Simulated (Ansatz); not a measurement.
All values below come from PBE (plane waves to 420 eV, PAW; Ansatz, a quantum-chemistry and plane-wave program).

Plane-averaged electrostatic potential energy along the normal, in eV from the Fermi level, for a constructed model of the (100) surface of fcc Rh, a pseudomorphic layer of Re in the host's stacking (bottom of the slab: a bare face, its two planes held):

```csv
z (Å),V (eV)
3.79,5.05
4.08,5.05
4.38,5.05
4.67,5.04
4.96,5.03
5.25,5.01
5.54,4.97
5.83,4.88
6.12,4.69
6.42,4.28
6.71,3.39
7.00,1.42
7.29,-4.13
7.58,-13.56
7.88,-20.44
8.17,-20.59
8.46,-14.12
8.75,-5.60
9.04,-2.92
9.33,-9.07
9.62,-17.73
9.92,-21.73
10.21,-18.86
10.50,-10.68
10.79,-3.69
11.08,-5.06
11.38,-13.26
11.67,-20.36
11.96,-21.27
12.25,-15.53
12.54,-6.78
12.83,-2.78
13.12,-7.66
13.42,-16.45
13.71,-21.56
14.00,-19.92
14.29,-12.41
14.58,-4.72
14.88,-4.95
15.17,-12.77
15.46,-20.04
15.75,-21.29
16.04,-15.77
16.33,-6.79
16.62,-1.74
16.92,-4.36
17.21,-12.92
17.50,-20.34
17.79,-21.58
18.08,-16.24
18.38,-8.36
18.67,-6.33
18.96,-12.81
19.25,-19.54
19.54,-21.89
19.83,-18.35
20.12,-10.51
20.42,-2.48
20.71,1.53
21.00,3.43
21.29,4.37
21.58,4.83
21.88,5.05
22.17,5.16
22.46,5.21
22.75,5.23
23.04,5.24
23.33,5.25
23.62,5.25
23.92,5.25
```

Model: 7-atom slab, 11.9 Å thick at the start, 14x14x1 mesh, Fermi-Dirac 0.1 eV, dipole correction, 2 atoms held, the rest relaxed; symmetry of the start imposed; no spin, no spin-orbit, no U. It is one candidate, not shown to be the stable structure of the face.

The vacuum level lies 5.25 eV above the Fermi level over the top face and 5.05 eV above it under the bottom face.
